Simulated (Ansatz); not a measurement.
1T (CdI2-type) MgI2, treated with PBE (Ansatz, a program for electronic structure, plane waves, PAW).

Total energies, extrapolated to zero smearing (they compare only within this program, potentials and cutoff; free atoms with spin allowed, lowest state found):

```json
[
 {"system": "1T (CdI2-type) MgI2, relaxed", "energy (eV/atom)": "-5650.9417"},
 {"system": "free Mg atom", "energy (eV/atom)": "-1922.3048"},
 {"system": "free I atom", "energy (eV/atom)": "-7511.5971"}
]
```

Task: Work out the cohesive energy per atom.

Result: E_coh = [1 × (-1922.3048) + 2 × (-7511.5971)]/3 − (-5650.9417) = 2.44 eV/atom. The reference value is 2.52 ± 0.03 eV/atom (derived here from tabulated measurements, copied from a table, unchecked, brought to a static lattice with a Debye model, atoms in their spin–orbit ground levels; inputs from the CRC Handbook), not set against a level without spin–orbit coupling.

Spin–orbit coupling, which matters for such heavy atoms, is left out.

The PAW data were made under PBE.

Note: the cell comes from a level without a dispersion term, which matters for the spacing of layers, chains or molecules.
